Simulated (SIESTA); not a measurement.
Input and output of a self-consistent single point for Mg6SiB (Amm2, 8 atoms in the cell) (SIESTA).

Level of theory: GGA PBEsol, numerical atomic orbitals TZP, PseudoDojo PBEsol standard norm-conserving potentials (rewritten from UPF to PSML) run with SIESTA 5.4.2.

```xyz
8
Lattice="3.9849 0.0000 0.0000 0.0000 4.0837 4.3480 0.0000 -4.0837 4.3480" Properties=species:S:1:pos:R:3 pbc="T T T"
Mg     0.0000     2.0273     3.1474
Mg     0.0000    -2.0273     3.1474
Mg     1.9924     2.6526     5.3711
Mg     1.9924    -2.6526     5.3711
Mg     1.9924     0.0000     7.0156
Mg     1.9924     0.0000     3.5347
Si     0.0000     0.0000     5.3283
B      0.0000     0.0000     1.8682
```

Reference input (self-consistent single point, DFT, LDA PW92, numerical atomic orbitals TZP, PseudoDojo LDA standard norm-conserving potentials (rewritten from UPF to PSML)): XC.functional = LDA; XC.authors = PW92; potentials = PseudoDojo LDA standard; PAO.BasisSize = TZP; PAO.EnergyShift = 0.005 Ry; MeshCutoff = 400 Ry; kgrid.MonkhorstPack = 5 4 4; OccupationFunction = FD; ElectronicTemperature = 0.136 eV; MaxSCFIterations = 150; SCF.Mixer.Method = Pulay; SCF.Mixer.Weight = 0.2. This run's input differs from it in these lines:

```diff
@@ -1,2 +1,2 @@
-# files in the folder: Mg.psml Si.psml B.psml (PseudoDojo LDA standard)
+# files in the folder: Mg.psml Si.psml B.psml (PseudoDojo PBEsol standard)
 SystemName  Mg6SiB
@@ -29,4 +29,4 @@
 
-XC.functional                LDA
-XC.authors                   PW92
+XC.functional                GGA
+XC.authors                   PBEsol
 PAO.BasisSize                TZP
```

Output, abridged:

```
        iscf     Eharris(eV)        E_KS(eV)     FreeEng(eV)     dDmax    Ef(eV) dHmax(eV)
   scf:    1    -9817.155645    -9864.941467    -9865.084995  2.182744 -4.491522 10.194263
   scf:    2    -9873.230854    -9870.898865    -9871.081520  0.395967 -4.167526  2.913650
   scf:    3    -9871.567249    -9871.291095    -9871.475997  0.106329 -4.096222  2.122697
   scf:    4    -9871.419781    -9871.378140    -9871.564193  0.101479 -4.054560  1.062091
   scf:    5    -9871.401509    -9871.392250    -9871.579399  0.057646 -4.067552  0.276397
   [... 3 lines left out ...]
   scf:    9    -9871.394537    -9871.394549    -9871.582167  0.002191 -4.079922  0.001107
   scf:   10    -9871.394565    -9871.394557    -9871.582168  0.000443 -4.080113  0.000672
   scf:   11    -9871.394559    -9871.394558    -9871.582168  0.000139 -4.080160  0.000413
   scf:   12    -9871.394556    -9871.394557    -9871.582168  0.000099 -4.080197  0.000221
SCF Convergence by DM+H criterion
max |DM_out - DM_in|         :     0.0000993949
max |H_out - H_in|      (eV) :     0.0002214959
SCF cycle converged after 12 iterations

Using DM_out to compute the final energy and forces

siesta: E_KS(eV) =            -9871.3946

siesta: E_KS - E_eggbox =     -9871.3946

siesta: Atomic forces (eV/Ang):
     1    0.000000    0.285539    0.194455
     2    0.000000   -0.285539    0.194455
     3    0.000000   -0.316038   -0.132610
     4    0.000000    0.316038   -0.132610
     5    0.000000    0.000000    0.136781
     6    0.000000   -0.000000    0.110067
     7   -0.000000   -0.000000   -0.078330
     8    0.000000    0.000000   -0.342625
   Tot    0.000000    0.000000   -0.050418
   Max    0.342625
   Res    0.161758    sqrt( Sum f_i^2 / 3N )
   Max    0.342625    constrained

   [... lines left out ...]
siesta: FreeEng =     -9871.582168
   [... lines left out ...]
siesta:    -0.036272    0.000000   -0.000000
siesta:     0.000000   -0.030406    0.000000
siesta:    -0.000000    0.000000   -0.030710

siesta: Cell volume =        141.507871 Ang**3

siesta: Pressure (static):
siesta:                Solid            Molecule  Units
siesta:           0.00035356          0.00035892  Ry/Bohr**3
siesta:           0.03246262          0.03295485  eV/Ang**3
siesta:          52.01085343         52.79948974  kBar
```

The run converged in 12 iterations. Against the reference run the pressure goes from 3.13 to 5.20 GPa and the largest force goes from 0.291 to 0.345 eV/Å.

The starting cell comes from a database of computed structures (which also holds hypothetical and non-ambient phases and stackings), without a prior relaxation at this level. Its lattice was rescaled by a random factor within 2.5 % of one. Values carry the incompleteness of an atom-centred basis. With a pressure of about 5 GPa the cell is away from its equilibrium volume at this level.

Cost on one core of a shared machine: roughly 50 s.
